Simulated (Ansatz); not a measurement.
**Effect of isotropic strain −0.60 % on CdSe**

Consider CdSe in the wurtzite structure (space group P6_3mc, No. 186; a = 4.248 Å, c = 6.941 Å).

Perturbation: every lattice vector is shortened by 0.60 %, atoms relaxed at fixed cell.

Calculations: LDA, PAW, 420 eV (Ansatz, an electronic-structure program; no spin-orbit coupling). Settings: 9×9×5 k-points, 0.05 eV Fermi–Dirac smearing.

| quantity | base | changed | shift |
|---|---|---|---|
| volume per atom | 27.11 Å³ | 26.63 Å³ | -0.485 Å³ |
| space group | P6_3mc (No. 186) | P6_3mc (No. 186) | – |
| shortest interatomic distance | 260.0 pm | 258.5 pm | -1.56 pm |
| energy relative to the base (free energy F) | 0 meV/atom | +1.6 meV/atom | +1.6 meV/atom |
| band gap | 0.46 eV | 0.50 eV | +0.04 eV |
| gap character | direct at Γ | direct at Γ | – |
| mean gap deformation potential ΔEg/Δln V | – | -2.1 eV | – |
| width of the top valence band | 1.88 eV | 1.94 eV | +0.06 eV |
| electron mass | 0.047 mₑ (at Γ) | 0.050 mₑ (at Γ) | – |
| valence-band top at Γ (three highest levels, from the VBM) | 0.00, 0.00, -0.07 eV | 0.00, 0.00, -0.07 eV | – |

Final structure:

```yaml
crystal:
  lattice:
    - [4.22206, 0.00000, 0.00000]
    - [-2.11103, 3.65641, 0.00000]
    - [0.00000, 0.00000, 6.89932]
  atoms:
    - { symbol: Cd, position: [0.33333, 0.66667, 0.00031] }
    - { symbol: Cd, position: [0.66667, 0.33333, 0.50031] }
    - { symbol: Se, position: [0.33333, 0.66667, 0.37569] }
    - { symbol: Se, position: [0.66667, 0.33333, 0.87569] }
```

Effective masses come from finite differences of ±0.01 Å⁻¹. Gaps are Kohn–Sham eigenvalue differences; semilocal functionals usually give less than the measured gap. Stability against distortions was not tested.
